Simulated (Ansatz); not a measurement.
Base system: Ta2O5 (space group C2, No. 5; a = 5.9244 Å, b = 5.0763 Å, c = 5.7491 Å, α = γ = 90.00°, β = 117.45°; a cell from a computed database, its experimental status unchecked).

Modification: an isotropic linear strain of +0.61 %, atoms relaxed at fixed cell.

Levels (all Ansatz, a first-principles code, PAW): PBEsol (420 eV, scalar-relativistic without spin-orbit coupling); r2SCAN (500 eV, spin-orbit coupling left out); HSE06 (420 eV, spin-orbit coupling left out).

One geometry, relaxed with PBEsol, under each level:

```json
[
 {"level": "PBEsol", "band gap": "2.40 eV", "lowest conduction level above the VBM at special points": "V₂ 2.40 eV; M₂ 2.84 eV; Y₂ 2.85 eV; C 2.86 eV", "pressure": "-2.82 GPa"},
 {"level": "r2SCAN", "band gap": "2.83 eV", "lowest conduction level above the VBM at special points": "V₂ 2.83 eV; M₂ 3.31 eV; Y₂ 3.29 eV; C 3.30 eV", "pressure": "-1.82 GPa"},
 {"level": "HSE06", "band gap": "3.85 eV", "lowest conduction level above the VBM at special points": "V₂ 3.85 eV; M₂ 4.35 eV; Y₂ 4.34 eV; Γ 4.98 eV", "pressure": "–"}
]
```

Single points use the geometry relaxed with PBEsol. Their cutoffs differ, which shifts pressures a little. HSE06 gaps are upper bounds (no full band path). With Ta present, leaving out spin-orbit coupling can change the band edges. No phonon test of stability was made.
